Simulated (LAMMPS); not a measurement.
LAMMPS 22 Jul 2025, classical MD, EAM (Finnis-Sinclair form) (Fe_mm.eam.fs): Fe, 2662 atoms.

task: MD, nve
potential: EAM (Finnis-Sinclair form), Fe_mm.eam.fs
copies of the repeat unit: 11×11×11
shape (slab and sphere leave vacuum in the box): bulk
neighbor skin: 2 Å
neigh_modify: every 1 delay 0 check yes
newton: on (default)
atom_modify sort (bins of 2 Å where set): 1000 (default)
comm_style: brick (default)
box: 31.5 × 31.5 × 31.5 Å
start: generated bcc lattice, warmed in an untimed run

All runs start from one configuration, warmed at this fixed volume for 1000 steps under a thermostat at 100 K. The run at the shortest step has a mean temperature of 99.8 K and a mean pressure of -1.9 GPa.

Each run covers about 2.0 ps at constant energy (mean temperature 99.8 K at the shortest step); σ is the standard deviation over the printed steps. One run each, on a shared machine, so no times are given.

Steps tried: 0.5 fs, 1 fs, 2 fs, 2.5 fs, 4 fs, 5 fs, 8 fs, 10 fs, 16 fs, 20 fs, 32 fs.

Problem. Choose the longest time step that keeps σ(total energy)/σ(kinetic energy) under 2 %.

Solution. 5 fs.

```
time step  σ(E total)/σ(E kinetic)  last minus first total energy (meV/atom)  mean temperature (K)
---------  -----------------------  ----------------------------------------  --------------------
0.5 fs                     0.00011                               under 0.001                  99.8
1 fs                       0.00045                               under 0.001                  99.8
2 fs                        0.0018                               under 0.001                  99.7
2.5 fs                      0.0028                               under 0.001                  99.7
4 fs                        0.0072                                   −0.0012                  99.4
5 fs                         0.011                                   −0.0018                  99.2
8 fs                         0.030                                   −0.0031                  98.4
10 fs                        0.049                               under 0.001                  97.6
16 fs                         0.16                                     +0.13                  94.2
20 fs                         0.31                                     +0.31                  91.3
32 fs                          2.8                                       +16                  92.3
```

The bar is a choice.
